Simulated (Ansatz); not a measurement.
# A computed series for BP: response to strain

Take BP in the zinc blende structure (space group F-43m, No. 216; a = 4.5366 Å) as the base. Axes: x, y, z lie along the cube axes.

Strains are applied to the cell and any free atomic positions relax.

The values are results of r2SCAN in Ansatz (plane waves to 500 eV, PAW, scalar-relativistic without spin-orbit coupling), not measurements.

Candidates:
(a) tensor shear ε_xy = +0.29 %
(b) tensor shear ε_xy = +0.86 %
(c) tensor shear ε_xy = +1.43 %
(d) tensor shear ε_xy = +1.14 %

For the base:

The smallest direct gap comes out as 3.60 eV.

**Question.** Order them by smallest direct gap, lowest first.

**Answer.** (c) tensor shear ε_xy = +1.43 % (3.23 eV), (d) tensor shear ε_xy = +1.14 % (3.31 eV), (b) tensor shear ε_xy = +0.86 % (3.38 eV), (a) tensor shear ε_xy = +0.29 % (3.53 eV)

Whether these cells are dynamically stable was not tested.

Ansatz is a program for electronic structure.
